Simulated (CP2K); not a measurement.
Worked example: self-consistent single point of ZrAg2 (P1, 3 atoms in the cell) in CP2K.

Method of the run: LDA (Pade form), GPW, DZVP-MOLOPT-SR-GTH basis, GTH-PADE potentials (GTH_POTENTIALS) (CP2K).

```
CELL_PARAMETERS angstrom
      5.15480     0.00000     0.00000
      2.71915     4.37929     0.00000
     -3.93697    -2.18964     2.50552
ATOMIC_POSITIONS crystal
  Zr 0.97749 0.00404 0.98575
  Ag 0.67310 0.67608 0.01314
  Ag 0.34941 0.31988 0.00111
```

Reference input (self-consistent single point, DFT LDA (Pade form), GPW, DZVP-MOLOPT-SR-GTH basis, GTH-PADE potentials (GTH_POTENTIALS)): CUTOFF = 500 Ry; REL_CUTOFF = 50 Ry; SMEAR/METHOD = GAUSSIAN; SIGMA = 0.1 eV; KPOINTS/SCHEME = MONKHORST-PACK 6 6 7; GAMMA_CENTERED = T; XC_FUNCTIONAL = PADE; Zr/BASIS_SET = DZVP-MOLOPT-SR-GTH; Zr/POTENTIAL = GTH-PADE-q12; Ag/BASIS_SET = DZVP-MOLOPT-SR-GTH; Ag/POTENTIAL = GTH-PADE-q11; METHOD = GPW. This run's input differs from it in these lines:

```diff
@@ -40,3 +40,3 @@
     &KPOINTS
-      SCHEME MONKHORST-PACK 6 6 7
+      SCHEME MONKHORST-PACK 5 5 6
       GAMMA_CENTERED T
```

Log, with long lists cut:

```
 SCF WAVEFUNCTION OPTIMIZATION

  Step     Update method      Time    Convergence         Total energy    Change
     1 NoMix/Diag. 0.20E+00      -     0.80966605      -121.4167979621 -1.21E+02
     2 Broy./Diag. 0.20E+00      -     0.51120459      -125.1562481133 -3.74E+00
     3 Broy./Diag. 0.20E+00      -     0.33253236      -123.1838712028  1.97E+00
     4 Broy./Diag. 0.20E+00      -     0.14150862      -121.5651552585  1.62E+00
     5 Broy./Diag. 0.20E+00      -     0.03148575      -121.0247741981  5.40E-01
     6 Broy./Diag. 0.20E+00      -     0.02584028      -121.1447578408 -1.20E-01
   [... 8 lines left out ...]
    15 Broy./Diag. 0.20E+00      -     0.00000255      -121.1618777204  6.39E-07
    16 Broy./Diag. 0.20E+00      -     0.00000056      -121.1618773398  3.81E-07
    17 Broy./Diag. 0.20E+00      -     0.00000049      -121.1618762770  1.06E-06
    18 Broy./Diag. 0.20E+00      -     0.00000006      -121.1618763970 -1.20E-07
  *** SCF run converged in    18 steps ***

  Overlap energy of the core charge distribution:               0.00000000104121
  Self energy of the core charge distribution:               -206.19560330407180
  Core Hamiltonian energy:                                     58.80426611351484
  Hartree energy:                                              43.46457105673093
  Exchange-correlation energy:                                -17.23475125477941
  Smearing free energy correction:                             -0.00035900949636
  Fermi energy:                                                 0.35533616878634

  Total energy:                                              -121.16187639704421
  Total energy (extrapolated to sigma->0):                   -121.16169689229602

                     Mulliken Population Analysis

   [... lines left out ...]

 STRESS| Analytical stress tensor [bar]
 STRESS|                        x                   y                   z
 STRESS|      x       -6.74076742715E+04  -1.24391107264E+04   4.86950270504E+01
 STRESS|      y       -1.24391107264E+04  -5.54703931306E+04   1.96402335470E+03
 STRESS|      z        4.86950270504E+01   1.96402335470E+03  -5.47884983031E+04
 STRESS| 1/3 Trace                                            -5.92221885684E+04
```

The run converged in 18 iterations. Against the reference run the free energy rises by 4.2 meV/atom, the pressure moves little (-5.89 to -5.92 GPa) and the largest force hardly changes (0.697 to 0.706 eV/Å).

The starting cell comes from a database of computed structures (which also holds hypothetical and non-ambient phases and stackings), without a prior relaxation at this level. Its atoms were displaced at random from the sites of space group no. 139. Values carry the incompleteness of an atom-centred basis. With a pressure of about -6 GPa the cell is away from its equilibrium volume at this level.

Cost on one core of a shared machine: roughly 6 min.
